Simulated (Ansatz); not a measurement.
The starting structures come from a database of crystals and need not be the phases stable at ambient conditions.

By PBEsol, the system below comes out a metal.

Without scattering a metal conducts by its projected Fermi surface.

Data:

```
CELL_PARAMETERS angstrom
      4.85884     0.00000     0.00000
      0.00000     4.85884     0.00000
      0.00000     0.00000     5.33071
ATOMIC_POSITIONS crystal
  In 0.00000 0.50000 0.50486
  In 0.50000 0.00000 0.49514
  Bi 0.50000 0.50000 0.00000
  Bi 0.00000 0.00000 0.00000
```

Space group of this cell: P4/nmm. The cell is strained (lengths along the current scaled by 1.03, ions clamped); by PBEsol its mean pressure is -3.5 GPa.

The current flows along the normal of the first two printed cell vectors, the (001) (indices of the unstrained crystal) plane of the conventional cell. No spin-orbit coupling; the value is a mean over 0.1 eV about the Fermi level.

Question: Predict the ballistic conductance per area from PBEsol in Ansatz (a program for electronic structure).

Answer: 0.59 × 10¹⁵ S/m² for both spins.
